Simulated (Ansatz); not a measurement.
## SrGeO3 (P-62m, No. 189, 15 atoms in the cell; start mp-555731)

Level of theory: LDA in Ansatz (plane waves, PAW).

Numerical settings: plane-wave cutoff 520 eV, 6×6×6 k mesh, Fermi–Dirac smearing 0.01 eV, scalar-relativistic PAW data made under PBE.

Cell (relaxed with PBEsol):

SrGeO$_{3}$ is taken in the hexagonal space group P-62m (No. 189), Pearson symbol hP15. Lattice parameters: a = b = 6.904 Å, c = 5.720 Å, α = β = 90.00°, γ = 120.00°. Sr on 3g is coordinated by 2 O at 2.433 Å and 4 O at 2.720 Å and 2 O at 2.922 Å. Ge on 3f sees 4 O at 1.727–1.799 Å. O1 on 3f has 2 Ge at 1.799 Å and 2 Sr at 2.922 Å. O2 on 6i has 1 Ge at 1.727 Å and 1 Sr at 2.433 Å and 2 Sr at 2.720 Å. (Neighbours: up to the widest gap in distance over summed covalent radii, below 1.35, at either atom; cation-cation and far metal-metal contacts left out.)

* **band gap**: 2.91 eV

Note: cell and atoms aren't relaxed at this level (pressure -3.8 GPa).

Spin–orbit coupling is not included.

Computed values are for the static lattice.

A start named mp-… is a Materials Project structure, which need not be a measured phase.

Ansatz is a quantum-chemistry and plane-wave program.
